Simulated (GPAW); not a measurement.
**σyy against uniaxial strain in fluorite-structure AuAl2 (space group 225): C12 (GPAW, PBEsol)**

```
AuAl2
1.0
    0.00000     3.00501     3.00501
    2.95994     0.00000     3.00501
    2.95994     3.00501     0.00000
Al Au
2 1
Direct
  0.25000   0.25000   0.25000
  0.75000   0.75000   0.75000
  0.00000   0.00000   0.00000
```

Computed with PBEsol, GPAW PAW datasets PBEsol (made by gpaw-setup) (plane waves; GPAW). Settings: mode = pw; ecut = 585 eV; xc = PBEsol; kpts = 20 20 20; mesh shift (steps) = 0 0 0; occupations.name = fermi-dirac; occupations.width = 0.05 eV; nbands = -9; convergence.density = 1e-06 e/electron; convergence.energy = 1e-06 eV/electron; symmetry.symmorphic = false; symmetry.tolerance = 0.0005; maxiter = 100. The cell above is the first row's. The rows stretch one cube axis (x) by the strain ε and hold the other two. Stress is positive in tension. In all rows fractional positions and the k mesh are held.

```
ε (%)  σyy (GPa)
-----  ---------
-1.5       -1.50
-1.0       -0.99
-0.5       -0.49
0.0        -0.01
0.5         0.46
1.0         0.91
1.5         1.36
2.0            ?
```

The 7 complete rows are fitted with a parabola, σyy against ε. Least squares gives σyy = -0.010 + 0.9521·ε - 0.0271·ε². Residuals (row less fit): -0.001, -0.001, 0.003, 0.000, 0.001, -0.005, 0.003; standard error 0.003 (degrees of freedom: 4). The slope at ε = 0, 0.9521 GPa per cent, gives C12 ≈ 100 × 0.9521 = 95 GPa, for the static lattice.

Problem. Predict the withheld σyy at ε = 2.0 from the fit, and compare with the calculation.

Solution. σyy = -0.010 + 0.9521 × 2.0 - 0.0271 × 2.0² = 1.786 GPa. The calculation gives 1.79 GPa, which the fit meets to the printed digits. The row lies outside the fitted rows, so this is an extrapolation. From the scatter of the fitted rows alone, a prediction at this place has a standard error of 0.006 GPa, so the miss is 0.7 times that.

Carrying the step between the two nearest rows on in a straight line would have given 1.81, off by 0.02; series whose last step already gives the withheld value aren't shown. The reference cell has the volume at which an earlier scan in this program and functional put its minimum by a fit. The runs keep the symmetry of the cell, so they don't test it for distortions. The unstrained cell stands at a pressure of 0.01 GPa, and the constants belong to that pressure. By symmetry this strain leaves no force on the atoms; the largest in the rows is 0.000 eV/Å. Spin-orbit coupling is off. Without a gap such slopes are sensitive to mesh and smearing. Cutoffs and mesh are single choices, not tested for convergence of this quantity. Series with a scatter that would blur these digits, or in which a gap closes, are not shown. Strain series were run only where this level's volume lies within 10 % of a first guess from the measured size.
